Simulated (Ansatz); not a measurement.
# How the bulk modulus B0 of Ge (P6₃/mmc, No. 194, 8 atoms in the cell; start mp-1091415; another form than the element's usual one) moves with the method

No measured value is used here.

| level (code) | value (GPa) | cell (Å³/atom) |
|---|---|---|
| LDA (Ansatz) | 72.1 | 22.17 |
| PBEsol (Ansatz) | 67.7 | 22.81 |
| r²SCAN (Ansatz) | 71.2 | 22.82 |

LDA, PBEsol, r²SCAN: the bulk modulus is −V dP/dV from two relaxed cells at ±2 % in volume. LDA, PBEsol, r²SCAN: the relaxation could not lower the start's symmetry, so the cell can be a saddle point above a distorted one. Each level is taken at its own relaxed cell. Cutoffs differ between the levels. Ansatz's density-functional and Hartree–Fock values are scalar-relativistic unless marked +SOC, with PAW data made under PBE.

A start named mp-… is a Materials Project structure, which need not be a measured phase.

Ansatz is a program for electronic structure.
